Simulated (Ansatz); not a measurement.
We consider Ru3Ir (model structure, started from the Cu3Au type, Pm-3m, No. 221, 4 atoms in the cell), described by PBEsol in Ansatz (plane waves, PAW).

Run with plane-wave cutoff 520 eV, 16×16×16 k mesh, Fermi–Dirac smearing 0.05 eV, no spin polarisation, scalar-relativistic PAW data made under PBE.

Cell (relaxed at this level):

```xyz
4
Lattice="3.7820 0.0000 0.0000 0.0000 3.7820 0.0000 0.0000 0.0000 3.7820" Properties=species:S:1:pos:R:3 pbc="T T T"
Ru     0.0000     1.8910     1.8910
Ru     1.8910     1.8910     0.0000
Ru     1.8910     0.0000     1.8910
Ir     0.0000     0.0000     0.0000
```

**Question.** Predict the bulk modulus.

**Answer.** 
bulk modulus: 356 GPa

Note: the run has no spin polarisation, so it can have missed a magnetic state; the bulk modulus is −V dP/dV from two relaxed cells at ±2 % in volume; the relaxation could raise the start's symmetry but not lower it, so the cell can be a saddle point.

Spin–orbit coupling is not included.

The computed numbers hold no vibrational or temperature effects.

A model structure was made by putting elements into a prototype or built by hand; it is no filed structure, need not be a known phase, and can be a saddle point held by its symmetry.

Ansatz is an electronic-structure program.
